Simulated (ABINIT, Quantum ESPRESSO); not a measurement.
An ABINIT input for a self-consistent single point of Li₂Se (Fm-3m, 3 atoms in the cell) (DFT, PBE, plane waves, norm-conserving pseudopotentials (PseudoDojo nc-sr-05 PBE standard)):

```
# Li2Se, PseudoDojo nc-sr-05 PBE standard
pp_dirpath "./"
pseudos "Li.upf, Se.upf"
acell 3*1.0 Angstrom
rprim
         0.0000000000    2.9760450000    2.9760450000
         2.9760450000    0.0000000000    2.9760450000
         2.9760450000    2.9760450000    0.0000000000
natom 3
ntypat 2
znucl 3 34
typat 1 1 2
xcart
         4.4640675000    4.4640675000    4.4640675000
         1.4880225000    1.4880225000    1.4880225000
         0.0000000000    0.0000000000    0.0000000000
      Angstrom
ecut 86 Ry
ixc 11
occopt 3
tsmear 0.00036749
nband 16
kptopt 1
ngkpt 7 7 7
nshiftk 1
shiftk 0 0 0
nstep 100
tolvrs 1.0e-10
prtwf 0
prtden 0
enunit 2
```

Q: Translate this input to Quantum ESPRESSO.

A: One input that does it (others would too):

```fortran
&CONTROL
 calculation = 'scf'
 prefix = 'pwscf'
 outdir = './out'
 pseudo_dir = './'
 tprnfor = .true.
 tstress = .true.
/
&SYSTEM
 ibrav = 0
 nat = 3
 ntyp = 2
 ecutwfc = 40
 ecutrho = 200
 occupations = 'smearing'
 smearing = 'fermi-dirac'
 degauss = 0.000734986
/
&ELECTRONS
 conv_thr = 1.0d-10
 mixing_beta = 0.4
/
ATOMIC_SPECIES
Li     6.9400  li_pbe_v1.4.uspp.F.UPF
Se    78.9710  se_pbe_v1.uspp.F.UPF
CELL_PARAMETERS {angstrom}
   0.00000000     2.97604500     2.97604500
   2.97604500     0.00000000     2.97604500
   2.97604500     2.97604500     0.00000000
ATOMIC_POSITIONS {angstrom}
Li    4.46406750    4.46406750    4.46406750
Li    1.48802250    1.48802250    1.48802250
Se    0.00000000    0.00000000    0.00000000
K_POINTS {automatic}
7 7 7  0 0 0
```

Basis, cutoffs, solver keys and any potentials are the target program's own. This input uses DFT, PBE, plane waves, GBRV 1.5 ultrasoft (PBE) pseudopotentials. Both were run: pressure 0.98 GPa in ABINIT and 0.99 in Quantum ESPRESSO; gap on the mesh 3.098 eV in ABINIT and 3.091 in Quantum ESPRESSO.

On ABINIT: the starting cell comes from a database of computed structures (which also holds hypothetical and non-ambient phases and stackings), without a prior relaxation at this level.

On Quantum ESPRESSO: the starting cell comes from a database of computed structures (which also holds hypothetical and non-ambient phases and stackings), without a prior relaxation at this level.
